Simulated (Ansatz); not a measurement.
Consider Li in the fcc (Cu type) structure (space group Fm-3m, No. 225; a = 4.321 Å). Axes: x, y, z lie along the cube axes.

The values are results of Ansatz (a program for electronic structure) PBEsol, no spin-orbit coupling, not measurements.

Before the change:

- Band gap: zero

The change: a free-standing slab of 4 layers (4 atoms, 1 a layer) is cut normal to [111], with 15 Å of vacuum and the in-plane cell held at bulk.

### Question
Predict the new excess energy per area of both faces, band gap and change of the spacing d23 from its bulk value of 2.495 Å.

### Answer
The excess energy per area of both faces (slab less bulk energy over the cell's area: twice a surface energy) comes out as 1.1 J/m² (uncertain by up to 0.08 J/m²); the band gap stays zero; the change of the spacing d23 from its bulk value of 2.495 Å comes out as -1.4 %.

The excess energy carries the mismatch between the slab's and the bulk's meshes. Whether these cells are dynamically stable was not tested. This is not the structure that Li has at room temperature and ambient pressure.
